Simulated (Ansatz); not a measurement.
# Worked example: self-consistent single point of a (001) slab of BaTiO3 (cut from a parent of space group no. 99; 10 atoms in the cell) in Ansatz

Level of theory: PBE (plane waves, PAW; Ansatz, a program for electronic structure).

Input:

Ansatz 0.2 input:
```yaml
crystal:
  lattice:
    - [3.97005000, 0.00000000, 0.00000000]
    - [0.00000000, 3.97005000, 0.00000000]
    - [0.00000000, 0.00000000, 20.08199400]
  atoms:
    - { symbol: Ba, position: [0.00000000, 0.00000000, 0.45126000] }
    - { symbol: Ti, position: [0.50000000, 0.50000000, 0.35377500] }
    - { symbol: O, position: [0.50000000, 0.50000000, 0.44665400] }
    - { symbol: O, position: [0.00000000, 0.50000000, 0.34857100] }
    - { symbol: O, position: [0.50000000, 0.00000000, 0.34857100] }
    - { symbol: Ba, position: [0.00000000, 0.00000000, 0.65142900] }
    - { symbol: Ti, position: [0.50000000, 0.50000000, 0.55394400] }
    - { symbol: O, position: [0.50000000, 0.50000000, 0.64682300] }
    - { symbol: O, position: [0.00000000, 0.50000000, 0.54874000] }
    - { symbol: O, position: [0.50000000, 0.00000000, 0.54874000] }
basis:
  ecutwfc: 30.9 Ry
kpoints:
  mp_grid:
    grid: [6, 6, 1]
hamiltonian:
  xc: pbe
  pseudopotentials:
    kind: paw
scf:
  occupations:
    method: fermi_dirac
    width: 0.0015 Ry
output:
  forces: true
  eigenvalues: true
  stress: true
```

Output (repeated stretches shortened):

```
WARN ansatz: RAYON_NUM_THREADS=1 ignored (pool sized by the plan → 1); use --threads N
Pseudopotentials: kind: paw
Pseudopotential: Ba, paw, valence charge 10
Pseudopotential: Ti, paw, valence charge 12
Pseudopotential: O, paw, valence charge 6
Crystal: 10 atoms, lattice volume = 316.518 Å³
Basis set: ecut = 420.4159175005146 eV, 6235 PW (Γ), exchange–correlation on 54×54×270 points (8 copies of the dense FFT grid, shifted against one another)
Bands: 50, of which v1, the nominal top of the filled ones, is band 40 counted from 1 (39 counted from 0)
Symmetry: 8 space group operations
Space group: P4mm (ITA 99), of the structure as read, at distance tolerance 6.8e-5 Å
k-points: 10 of 36
Initial density: superposition of atomic densities (neutral atoms: chi_scale 0, normalization atom), corrected by the library's trained network
Initial wavefunctions: pseudopotential atomic-orbital guess
Eigensolver: davidson
Functional: x = pbe(κ = 0.804, μ = 0.2195149727645171), c = pbe(β = 0.06672455060314922)
SCF iter   1: F=—  HF=-20317.333895 eV  |F-HF|=—  |Δ(HF+E_count)|=         —  Δρ=4.06e-3  dr2=6.96e-1  ethr=1.77e-3  ⟨swp⟩=11.2  Hψ=2663  notcnv=0
all-band conjugate gradients solve this SCF's bands
preconditioner: auto → Resta (q_TF=auto, 2.169 Å⁻¹)
SCF iter   2: F=—  HF=-20317.211491 eV  |F-HF|=—  |Δ(HF+E_count)|=   1.22e-1  Δρ=3.75e-3  dr2=7.70e-2  ethr=8.70e-4  ⟨swp⟩=2.4  Hψ=674  notcnv=0  defer=51
SCF iter   3: F=—  HF=-20317.201338 eV  |F-HF|=—  |Δ(HF+E_count)|=   1.02e-2  Δρ=2.69e-3  dr2=4.41e-2  ethr=9.63e-5  ⟨swp⟩=3.2  Hψ=903  notcnv=0  defer=48
SCF iter   4: F=—  HF=-20317.200205 eV  |F-HF|=—  |Δ(HF+E_count)|=   1.13e-3  Δρ=2.05e-3  dr2=2.06e-2  ethr=5.51e-5  ⟨swp⟩=2.9  Hψ=709  notcnv=0  defer=48
SCF iter   5: F=—  HF=-20317.198262 eV  |F-HF|=—  |Δ(HF+E_count)|=   1.94e-3  Δρ=8.37e-4  dr2=4.31e-3  ethr=2.57e-5  ⟨swp⟩=2.0  Hψ=662  notcnv=0  defer=48
SCF iter   6: F=—  HF=-20317.197806 eV  |F-HF|=—  |Δ(HF+E_count)|=   4.56e-4  Δρ=3.39e-4  dr2=5.53e-4  ethr=5.38e-6  ⟨swp⟩=2.0  Hψ=677  notcnv=0  defer=48
SCF iter   7: F=—  HF=-20317.197806 eV  |F-HF|=—  |Δ(HF+E_count)|=   5.23e-7  Δρ=2.03e-4  dr2=1.63e-4  ethr=6.92e-7  ⟨swp⟩=2.6  Hψ=862  notcnv=0  defer=44
SCF iter   8: F=—  HF=-20317.197795 eV  |F-HF|=—  |Δ(HF+E_count)|=   1.10e-5  Δρ=6.53e-5  dr2=2.01e-5  ethr=2.04e-7  ⟨swp⟩=2.0  Hψ=669  notcnv=0  defer=44
SCF iter   9: F=—  HF=-20317.196852 eV  |F-HF|=—  |Δ(HF+E_count)|=   9.44e-4  Δρ=4.56e-5  dr2=1.19e-5  ethr=2.51e-8  ⟨swp⟩=2.2  Hψ=856  notcnv=0  defer=44
SCF iter  10: F=—  HF=-20317.196851 eV  |F-HF|=—  |Δ(HF+E_count)|=   8.06e-7  Δρ=1.75e-5  dr2=1.12e-6  ethr=1.49e-8  ⟨swp⟩=2.0  Hψ=607  notcnv=0  defer=44
SCF iter  11: F=—  HF=-20317.196850 eV  |F-HF|=—  |Δ(HF+E_count)|=   4.87e-7  Δρ=6.55e-6  dr2=2.76e-7  ethr=1.40e-9  ⟨swp⟩=2.1  Hψ=787  notcnv=0  defer=44
SCF iter  12: F=-20317.196850 eV  HF=-20317.196850 eV  |F-HF|=8.61e-8  |Δ(HF+E_count)|=   1.07e-7  Δρ=4.78e-6  dr2=7.61e-8  ethr=1.25e-10  ⟨swp⟩=15.5  Hψ=2719  notcnv=0
SCF 1 converged in 12 iterations: F = -20317.196850 eV  dr2 = 7.61e-8
SCF converged after 12 iterations
Free energy (F): -20317.196850 eV
Harris-Foulkes:  -20317.196850 eV  (|F-HF|=8.61e-8)
Internal energy: -20317.195648 eV  (E = F + TS)
E sigma→0 (E₀):  -20317.196249 eV
Entropy (-TS):   -0.001202 eV (-0.120 meV/atom)
Fermi energy:    3.195982 eV
--- Per-component energies (eV) ---
  E_band       = -973.723098
  E_kinetic    = 1933.811777
  E_local      = -49967.410137  (includes V_loc(G=0)·N_el)
  E_nonlocal   = 407.660530
  E_hartree    = 24179.200251
  E_xc         = -980.123120
  E_vxc        = -1088.355392  (∫ρ·V_xc dr)
  E_paw        = -13488.894053  (= ΣΔE_a)
  E_vpaw       = -617.848817  (= ΣTr[D̂ρ^β])
  E_aug_tail   = 0.014808  (compensation charges beyond the density's cutoff)
  E_ewald      = 17598.544296
  E_smearing   = -0.001202  (= −TS)
  E_closure    = 0.000000  (closes the sum)
  Σ components = -20317.196850   (vs F -20317.196850, Δ=0.00e0)
--- Forces (eV/Å), atoms counted from 1 ---
  atom   1  Ba     0.00000000     0.00000000    -1.62091907
  atom   2  Ti     0.00000000     0.00000000     0.37779740
  atom   3  O     -0.00000000     0.00000000     0.85881494
  atom   4  O      0.00000000     0.00000000    -0.10603097
  atom   5  O      0.00000000     0.00000000    -0.10603097
  atom   6  Ba     0.00000000     0.00000000    -0.95894356
  atom   7  Ti     0.00000000     0.00000000    -1.28319500
  atom   8  O      0.00000000     0.00000000     1.05693049
  atom   9  O      0.00000000     0.00000000     0.89078725
  atom  10  O      0.00000000     0.00000000     0.89078725
  max |Σ_I F_I| component: 2.22e-6 eV/Å
--- Stress (GPa, compression-positive) ---
       -0.938913       0.000000      -0.000000
        0.000000      -0.938913       0.000000
       -0.000000       0.000000       0.295863
  P = ⅓ Tr σ = -0.5273 GPa (-5.273 kbar)
  The stress holds the Pulay correction. Without it, at fixed plane waves, as pw.x and ABINIT print it: P = -0.7467 GPa
--- Band table (eV; the first three rows and the last of 10) ---
  k-point 0: bands = ["-55.1373", "-53.9474", "-31.4490", "-31.3758", "-31.3758", "-30.4074", "-30.0786", "-30.0786", "-25.1923", "-22.5690", "-15.8947", "-15.0948", "-15.0327", "-14.3345", "-13.7526", "-13.1503", "-10.3830", "-10.1516", "-10.1516", [...]
  k-point 1: bands = ["-55.1371", "-53.9472", "-31.4481", "-31.3907", "-31.3752", "-30.4067", "-30.0918", "-30.0781", "-25.1723", "-22.5415", "-15.8222", "-15.0990", "-15.0601", "-14.3866", "-13.6626", "-13.1178", "-10.4017", "-10.1224", "-10.1133", [...]
  k-point 2: bands = ["-55.1366", "-53.9468", "-31.4464", "-31.4202", "-31.3740", "-30.4054", "-30.1180", "-30.0770", "-25.1318", "-22.4853", "-15.7578", "-15.1483", "-14.9890", "-14.4904", "-13.5020", "-13.0068", "-10.4055", "-10.0939", "-10.0343", [...]
  k-point 9: bands = ["-55.1353", "-53.9456", "-31.4428", "-31.4312", "-31.4312", "-30.4025", "-30.1282", "-30.1282", "-25.0483", "-22.3757", "-15.1607", "-14.9482", "-14.9482", "-14.3696", "-12.9215", "-12.9215", "-10.7168", "-10.7168", "-10.4976", [...]
```

The run converged in 12 iterations.

The starting cell has typed, rounded lattice constants, without a prior relaxation at this level. The slab is cut from that crystal, and its faces are unrelaxed. Its lattice was rescaled by up to half a per cent. Spin polarisation is off, so a magnetic state, if there is one, cannot be reached. The two faces of this cut differ, and no dipole correction was used. Forces in this geometry exceed 1 eV/Å.
